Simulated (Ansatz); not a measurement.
A relaxation of cell and atoms of NbIr (P4/mmm, 2 atoms in the cell) with Ansatz (a quantum-chemistry and plane-wave program).

Method of the run: PBEsol, default PAW files made with PBE (plane waves; Ansatz).

```
NbIr
1.0
    2.85035     0.00000     0.00000
    0.00000     2.85035     0.00000
    0.00000     0.00000     3.86100
Ir Nb
1 1
Direct
  0.00000   0.00000   0.00000
  0.50000   0.50000   0.50000
```

Reference input (self-consistent single point, DFT, PBEsol, plane waves, default PAW files made with PBE): kpoints.mp_grid.grid = 8 8 6; hamiltonian.xc = pbesol; hamiltonian.pseudopotentials = {kind: paw} (the program's default PAW files); scf.occupations.method = cold; scf.occupations.width = 0.136 eV. This run's input differs from it in these lines:

Ansatz 0.2 input:
```diff
@@ -8,2 +8,4 @@
     - { symbol: Nb, position: [0.500000, 0.500000, 0.500000] }
+basis:
+  ecutwfc: 590.0 eV
 kpoints:
@@ -19,2 +21,4 @@
     width: 0.136 eV
+relax:
+  cell: {}
 output:
```

The program printed (abridged):

```
   [... SCF lines of the steps left out ...]
relax step   1: F+E_penalty+E_count = -16295.54487865 eV  Δ(F+E_penalty+E_count) = +0.000e0 eV  max|allowed force component| = 1.114e-29 eV/Å  Δτ_max = 0.0000 Å  P = -2.215 GPa  Ω = 31.369 Å³  (5 SCF iters, dr2 threshold 1.00e-7 eV, accepted)
relax step   2: F+E_penalty+E_count = -16295.53612630 eV  Δ(F+E_penalty+E_count) = +8.752e-3 eV  max|allowed force component| = 5.325e-30 eV/Å  Δτ_max = 0.0000 Å  P = +5.696 GPa  Ω = 30.535 Å³  energy of the carried Pulay correction = +2.377e-5 eV  [...]
   [... lines left out ...]
relax step   4: F+E_penalty+E_count = -16295.54692418 eV  Δ(F+E_penalty+E_count) = -3.981e-6 eV  max|allowed force component| = 9.861e-30 eV/Å  Δτ_max = 0.0000 Å  P = +0.008 GPa  Ω = 31.126 Å³  energy of the carried Pulay correction = +6.759e-6 eV  [...]
relax step   5: F+E_penalty+E_count = -16295.54691743 eV  Δ(F+E_penalty+E_count) = +6.747e-6 eV  max|allowed force component| = 6.804e-30 eV/Å  Δτ_max = 0.0000 Å  P = +0.008 GPa  Ω = 31.126 Å³  stress off target by 1.35e-2 GPa  SCF on the basis [...]
basis re-selected at this cell: Δ(F+E_penalty+E_count) = +6.747e-6 eV, ΔP = +0.000 GPa vs the last step
the relaxation is at rest under the 16 symmetry operations that the run kept from its start: a minimum is not shown …
Stability not checked (fill_not_monotonic)
Free energy (F): -16295.546917 eV
Internal energy: -16295.544037 eV  (E = F + TS)
   [... lines left out ...]
Fermi energy:    21.843949 eV
   [... lines left out ...]
to start a new deck from the relaxed geometry:
  cell:  # Å, volume = 31.1258 Å³
    - [2.8474339616567037, -1.0878937468239246e-35, 0.0]
    - [-1.0878937468239246e-35, 2.8474339616567037, 0.0]
    - [0.0, 0.0, 3.838951804401111]
  atoms:
    - { symbol: Ir, position: [-1.256727927116218e-88, -2.6393852556417305e-37, 0.0] }
    - { symbol: Nb, position: [0.5, 0.5, 0.5] }
```

The run converged. 

Summary of the result:
```
Item                                                                                        Value
-----------------------------------------------  ------------------------------------------------
Free energy E − TS (on the zero of these files)                                    -16295.5469 eV
Fermi level (on the code's own zero)                                                     21.84 eV
Pressure                                                                                 0.01 GPa
Final cell                                       a = b = 2.847 Å, c = 3.839 Å, α = β = γ = 90.00°
Final volume per atom                                                                    15.56 Å³
Relaxation steps                                                                                5
```

The starting cell comes from a database of published, mostly measured structures (it also holds non-ambient and calculated ones), without a prior relaxation at this level. Spin polarisation is off. The relaxation keeps the symmetry of its start, so its end need not be a minimum. Ansatz's pressure includes its estimate of the finite-basis (Pulay) stress.
